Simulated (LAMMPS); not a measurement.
Molecular dynamics of CsCl (CsCl type), 1024 atoms, at 300 K and 0 GPa, heated as the crystal.

Method: classical MD, rigid Lennard-Jones ions of Joung and Cheatham, J. Phys. Chem. B 112, 9020 (2008), set for SPC/E water, PPPM sums, 10 Å cutoff with tail terms (LAMMPS).

Starting crystal:

Space group Pm-3m (No. 221); a = b = c = 4.1200 Å, α = β = γ = 90.00°

```json
[
 {"atom": "Cs", "site": "1a", "symmetry": "m-3m", "x": "0.0000", "y": "0.0000", "z": "0.0000"},
 {"atom": "Cl", "site": "1b", "symmetry": "m-3m", "x": "0.5000", "y": "0.5000", "z": "0.5000"}
]
```

**Question.** Predict the enthalpy per atom, the density, the first peak of g(r), Cs-Cs, the volume per atom, the coordination number of Cl by Cl.

**Answer.** enthalpy per atom: -3.4206 ± 0.0001 eV; density: 4.4627 ± 0.0007 g/cm³; first peak of g(r), Cs-Cs: 3.96 Å, height 4.8; volume per atom: 31.322 ± 0.005 Å³; coordination number of Cl by Cl: 6.00 (counted to 4.78 Å).

Caution: the potential ionic pair potential joung2008 is fitted for ions in water and for crystals near room temperature. Caution: with ionic pair potential joung2008 the 0 K volume of this crystal is -15 % off the measured one.
